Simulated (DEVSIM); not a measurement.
Device: Ni/SiO2/n-Si capacitor, at 300 K.

```
layer (left to right)  material  thickness (nm)  Nd (cm⁻³)
---------------------  --------  --------------  ---------
1                          SiO2            7.50          -
2                            Si           11000     2.5e15
```

Metal gate on the left, work function 5.1 eV. Fixed charge at the semiconductor interface -5.1e11 cm⁻² (in units of +e); no interface traps.

This is a model device: material constants are rounded textbook-type values typed into the input, and sizes, dopings and lifetimes were drawn at random. Values at 300 K.

```tsv
parameter	SiO2	Si
gap (eV)	9	1.124
affinity (eV)	0.9	4.05
permittivity	3.9	11.7
Nc (cm⁻³)	-	2.86e19
Nv (cm⁻³)	-	3.1e19
```

DEVSIM, 1D Poisson equation in equilibrium, Boltzmann statistics, complete ionisation; no quantum confinement or tunnelling. Metal contacts follow the ideal Schottky-Mott rule: no Fermi-level pinning, no interface dipoles.

### Question
Give the band bending (positive: bands bend down) and minority sheet density.

### Answer

```tsv
Vg (V)	ψs (V)	minority carriers (cm⁻²)
-1	-0.881	3.0e12
-0.7	-0.866	2.2e12
-0.4	-0.844	1.4e12
-0.1	-0.809	6.4e11
0.2	-0.717	5.0e10
0.5	-0.445	< 1e8
0.8	-0.163	< 1e8
1.1	0.076	< 1e8
1.4	0.166	< 1e8
1.7	0.203	< 1e8
2	0.225	< 1e8
2.3	0.241	< 1e8
```
